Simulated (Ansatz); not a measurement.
Take MgS in the rock salt structure (space group Fm-3m, No. 225; a = 5.230 Å) as the base.

Level of theory: PBE, PAW, 420 eV (Ansatz, a program for electronic structure; no spin-orbit coupling).

Base values:

| Quantity | Value |
|---|---|
| Electron mass | 0.52 mₑ along k, 0.29 mₑ across (at X) |
| Pressure | 0.00 GPa |
| Band gap | 2.76 eV |

One thing is altered: every lattice vector is stretched by 0.81 %; the atoms relax in the strained cell.

Task: What happens to the electron mass, pressure, band gap and energy relative to the base?

Result: The electron mass is still 0.52 mₑ along k, 0.29 mₑ across (at X); the pressure goes from zero to -1.70 GPa; the band gap shrinks by 0.05 eV (2.76 eV → 2.71 eV); the energy goes up by 2.4 meV/atom.

Masses are band curvatures over ±0.01 Å⁻¹ around the edge. Along k means along the line from Γ to the band edge. Gaps are Kohn–Sham eigenvalue differences; semilocal functionals usually give less than the measured gap. Stability against distortions was not tested.
